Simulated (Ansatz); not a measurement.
Here is the system:

```
Se
1.0
    4.24635     0.00000     0.00000
   -2.12318     3.67745     0.00000
    0.00000     0.00000     5.03456
Se
3
Direct
  0.23087   0.00000   0.83333
  0.00000   0.23087   0.16667
  0.76913   0.76913   0.50000
```

No spin polarisation.

Method: r2SCAN (Ansatz, a program for electronic structure), no spin-orbit coupling. k-mesh 9×9×7 (Γ-centred); smearing 0.05 eV (Fermi–Dirac).

**Question.** Estimate the gap character.

**Answer.** Indirect, L–H (50 % along) → H.

**Question.** Estimate the smallest direct gap.

**Answer.** 1.18 eV.

Load acts through the strain it causes; cell and atoms are relaxed under it. Stability against distortions was not tested. The cell was made from Se (space group P3_121, No. 152; made of chains) by this change: pressure 1.5 GPa. No dispersion term is included, though the crystal is made of layers, chains or molecules, so its spacings can come out too wide.
